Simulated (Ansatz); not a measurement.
**GaN (model structure, P6₂22, No. 180, 6 atoms in the cell)**

The numbers are results of PBEsol+SOC (plane waves, PAW; Ansatz, a program for electronic structure), not measurements.

Run with plane-wave cutoff 520 eV, 12×12×6 k mesh (along the axes of the cell as run), Fermi–Dirac smearing 0.01 eV, PAW data made under PBE.

Cell (relaxed with PBEsol):

Space group P6₂22 (No. 180); a = b = 3.1252 Å, c = 7.3585 Å, α = β = 90.00°, γ = 120.00°

| atom | site | symmetry | x | y | z |
|---|---|---|---|---|---|
| Ga | 3d | 222 | 0.5000 | 0.0000 | 0.5000 |
| N | 3c | 222 | 0.5000 | 0.0000 | 0.0000 |

```
Property                                                  Value
-------------------------------------------  ------------------
band gap                                     1.47 eV (indirect)
smallest direct gap on the k points sampled             1.50 eV
```

Note: the relaxation could raise the start's symmetry but not lower it, so the cell can be a saddle point.

The computed numbers hold no vibrational or temperature effects.

The result took around 4 core-minutes (rough).

A model structure was made by putting elements into a prototype or built by hand; it is no filed structure, need not be a known phase, and can be a saddle point held by its symmetry.
